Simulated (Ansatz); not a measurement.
This Ansatz (an electronic-structure program) input is the reference run, CuI in the zinc blende structure (space group F-43m, No. 216), computed with DFT with r2SCAN, PAW potentials and a 500 eV plane-wave cutoff in Ansatz, no SOC:

Ansatz 0.2 input:
```yaml
crystal:
  lattice:
    - [0, 3.0115127275, 3.0115127275]
    - [3.0115127275, 0, 3.0115127275]
    - [3.0115127275, 3.0115127275, 0]
  atoms:
    - { symbol: I, position: [0.75, 0.75, 0.75] }
    - { symbol: Cu, position: [0, 0, 0] }
basis: { ecutwfc: 500, ecutrho_ratio: 4, xc_grid: 4, fft_grid_basis: typed }
kpoints: { mp_grid: { grid: [22, 22, 22] } }
hamiltonian:
  xc: r2scan
  dispersion: none
  pseudopotentials: { kind: paw }
scf: { occupations: { method: fermi_dirac, width: 0.0259 }, convergence: { dr2_threshold: 0.0000000002 } }
output: { forces: true, stress: true }
checkpoint: { write: state.ck, write_every: 1000 }
```

Write the input for this change: hole doping at 1.5×10^21 cm⁻³ (0.0819 per cell), with a uniform compensating background at fixed cell and a 300 K Fermi–Dirac width.


Ansatz 0.2 input:
```yaml
crystal:
  lattice:
    - [0, 3.0115127275, 3.0115127275]
    - [3.0115127275, 0, 3.0115127275]
    - [3.0115127275, 3.0115127275, 0]
  atoms:
    - { symbol: I, position: [0.75, 0.75, 0.75] }
    - { symbol: Cu, position: [0, 0, 0] }
basis: { ecutwfc: 500, ecutrho_ratio: 4, xc_grid: 4, fft_grid_basis: typed }
kpoints: { mp_grid: { grid: [22, 22, 22] } }
hamiltonian:
  xc: r2scan
  dispersion: none
  pseudopotentials: { kind: paw }
total_charge: 0.081936
scf: { occupations: { method: fermi_dirac, width: 0.0259 }, convergence: { dr2_threshold: 0.0000000002 } }
relax: { f_tol: 0.005, max_steps: 30 }
output: { forces: true, stress: true }
checkpoint: { write: state.ck, write_every: 1000 }
```
This is the input that was run.

Charged cell with a jellium background: band edges are those of the host's band count, energies are not comparable with the neutral cell, and many-body gap narrowing is missing. No phonon test of stability was made. All final runs are without spin polarisation.
